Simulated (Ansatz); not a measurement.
# Hypothetical P4_2/mnm AlN: pressure series

Consider AlN (space group P4_2/mnm, No. 136; a = 5.2943 Å, c = 3.1090 Å; a hypothetical phase, not in the database extracts checked).

Cell and atoms are relaxed at each pressure.

Method: PBEsol in Ansatz (plane waves to 420 eV, PAW, spin-orbit coupling left out).

Candidates:
(a) pressure 3 GPa
(b) pressure 10 GPa
(c) pressure 5 GPa
(d) pressure 0.7 GPa

Before the change:

The band gap is 3.75 eV.

Q: Order them by band gap, highest first.

A: (b) pressure 10 GPa (4.05 eV), (c) pressure 5 GPa (3.91 eV), (a) pressure 3 GPa (3.85 eV), (d) pressure 0.7 GPa (3.77 eV)

Load acts through the strain it causes; cell and atoms are relaxed under it. Stability against distortions was not tested. Competing high-pressure phases were not computed.

Ansatz is a first-principles code.
